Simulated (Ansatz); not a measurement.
## Pressure series in Ti3AlC2

Start from Ti3AlC2 (space group P6_3/mmc, No. 194).

```yaml
crystal:
  lattice:
    - [3.05074, 0.00000, 0.00000]
    - [-1.52537, 2.64202, 0.00000]
    - [0.00000, 0.00000, 18.50010]
  atoms:
    - { symbol: Ti, position: [0.66667, 0.33333, 0.37313] }
    - { symbol: Ti, position: [0.33333, 0.66667, 0.62687] }
    - { symbol: Ti, position: [0.33333, 0.66667, 0.87313] }
    - { symbol: Ti, position: [0.66667, 0.33333, 0.12687] }
    - { symbol: Ti, position: [0.00000, 0.00000, 0.50000] }
    - { symbol: Ti, position: [0.00000, 0.00000, 0.00000] }
    - { symbol: Al, position: [0.00000, 0.00000, 0.75000] }
    - { symbol: Al, position: [0.00000, 0.00000, 0.25000] }
    - { symbol: C, position: [0.33333, 0.66667, 0.43082] }
    - { symbol: C, position: [0.66667, 0.33333, 0.56918] }
    - { symbol: C, position: [0.66667, 0.33333, 0.93082] }
    - { symbol: C, position: [0.33333, 0.66667, 0.06918] }
```

Cell and atoms are relaxed at each pressure.

Computed with PBEsol (Ansatz, a program for electronic structure; PAW; 420 eV plane waves; no spin-orbit coupling).

```json
[
 {"pressure (GPa)": "-2", "volume per atom (Å³/atom)": "12.580"},
 {"pressure (GPa)": "-1", "volume per atom (Å³/atom)": "12.501"},
 {"pressure (GPa)": "0", "volume per atom (Å³/atom)": "12.426"},
 {"pressure (GPa)": "0.3", "volume per atom (Å³/atom)": "12.404"},
 {"pressure (GPa)": "0.7", "volume per atom (Å³/atom)": "12.375"},
 {"pressure (GPa)": "3", "volume per atom (Å³/atom)": "12.213"},
 {"pressure (GPa)": "5", "volume per atom (Å³/atom)": "?"},
 {"pressure (GPa)": "7.5", "volume per atom (Å³/atom)": "11.926"},
 {"pressure (GPa)": "10", "volume per atom (Å³/atom)": "11.781"}
]
```

Task: Fit the third-order Birch–Murnaghan form P(V) = (3B₀/2)[(V₀/V)^(7/3) − (V₀/V)^(5/3)]·[1 + (3/4)(B₀′ − 4)((V₀/V)^(2/3) − 1)] (squares taken in P) to the rows shown and predict the withheld row.

Result: Least squares on the printed values gives V₀ = 12.426 Å³/atom, B₀ = 167 GPa, B₀′ = 4.3; this predicts 12.081 Å³/atom, and the run gives 12.082 Å³/atom, in agreement.

Load acts through the strain it causes; cell and atoms are relaxed under it. No phonon test of stability was made. No other phases were tried under pressure. The final runs are not spin-polarised.
